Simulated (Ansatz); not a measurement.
**Re: energy against strain**

Re (hcp, P6_3/mmc, 14.560 Å³/atom at rest, c along z) under a strain ε along c (axis z), the other axes held. PBEsol in Ansatz, a plane-wave DFT program (PAW, default set), 420 eV, 24×24×13 Γ-centred mesh, Fermi-Dirac smearing 0.10 eV; ions are relaxed within the symmetry of each cell.

Here s stands for strain and y for E less E0.

| strain (%) | E less E0 (meV/atom) |
|---|---|
| -3.00 | ? |
| -1.50 | 7.66 |
| -1.00 | 3.43 |
| -0.50 | 0.89 |
| 0.00 | 0.00 |
| 0.50 | 0.73 |
| 1.00 | 3.03 |
| 1.50 | 6.84 |

The 7 complete rows are fitted with a parabola, y against s. Least squares gives y = 0.005 - 0.2443·s + 3.2210·s². Residuals (row less fit): 0.041, -0.040, -0.042, -0.005, 0.042, 0.048, -0.046; standard error 0.053 (degrees of freedom: 4). Twice the quadratic coefficient over the volume, 2 × 3.2210 meV × 10⁴ × 0.1602 / 14.560 Å³, is the elastic constant C33 = 709 ± 5 GPa.

Task: What does the fit predict for y at s = -3.00, and how far is the calculated value from it?

Result: y = 0.005 - 0.2443 × (-3.0) + 3.2210 × (-3.0)² = 29.727 meV/atom. The calculation gives 31.09 meV/atom, 1.363 meV/atom above the prediction (4.4 % of the range of y in the table). The row lies outside the fitted rows, so this is an extrapolation. From the scatter of the fitted rows alone, a prediction at this place has a standard error of 0.204 meV/atom, so the miss is 6.7 times that.

One order more, fitted to all 13 runs of the series, follows each within 0.01, so the miss is the next term of a smooth law. In a metal these values are sensitive to mesh and smearing; energies are taken to zero smearing, stresses follow the free energy. Rows are the converged runs of the series near zero and its far end; series whose fitted rows scatter by over a few per cent of the range, as at a crossing or softening among them, aren't shown in this form. Most that stay on the fit to the last digits aren't either.
